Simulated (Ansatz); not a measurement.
Consider the following.

```yaml
crystal:
  lattice:
    - [5.23030, 0.00000, 0.00000]
    - [2.61515, 4.52957, 0.00000]
    - [2.61515, -1.50986, 4.12726]
  atoms:
    - { symbol: Na, position: [0.49550, 0.25225, 0.75675] }
    - { symbol: Na, position: [0.50450, 0.74775, 0.24325] }
    - { symbol: Te, position: [0.00000, 0.00000, 0.00000] }
```

No spin polarisation.

All numbers come from PBEsol (Ansatz, an electronic-structure program, PAW, no spin-orbit coupling). k-mesh 8×8×8 (Γ-centred); smearing 0.05 eV (Fermi–Dirac).

Problem. What is the computed space group?

Solution. R-3m (No. 166).

Problem. What is the computed band gap?

Solution. 1.88 eV.

Spin-orbit coupling, missing from the scalar runs, can matter with Te. The cells carry an imposed strain or load. No phonon test of stability was made. The cell was made from Na2Te in the anti-fluorite structure (space group Fm-3m, No. 225) by this change: biaxial strain +2.08 %, plane normal [111], relaxed out of plane.
